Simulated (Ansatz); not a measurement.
We consider Pt (model structure, started from the simple cubic type, Pm-3m, No. 221, 1 atoms in the cell), described by r²SCAN (Ansatz, an electronic-structure program, PAW).

Run with plane-wave cutoff 560 eV, 22×22×22 k mesh, Fermi–Dirac smearing 0.05 eV, scalar-relativistic PAW data made under PBE.

Cell (relaxed at this level):

Pt has the cubic space group Pm-3m (No. 221), the simple cubic structure, Pearson symbol cP1. Cell: a = b = c = 2.6036 Å, α = β = γ = 90.00°. Pt on 1a has 6 Pt at 2.604 Å (octahedral). (Neighbours: up to the widest gap in distance over summed covalent radii, below 1.35, at either atom.)

What does this level give for the bulk modulus B0?


- bulk modulus B0: 205 GPa

The run finds no gap.

Note: the bulk modulus is −V dP/dV from two relaxed cells at ±2 % in volume; the relaxation could raise the start's symmetry but not lower it, so the cell can be a saddle point.

Spin–orbit coupling is not included.

Cost on a shared machine: roughly 24 core-seconds.

A model structure was made by putting elements into a prototype or built by hand; it is no filed structure, need not be a known phase, and can be a saddle point held by its symmetry.
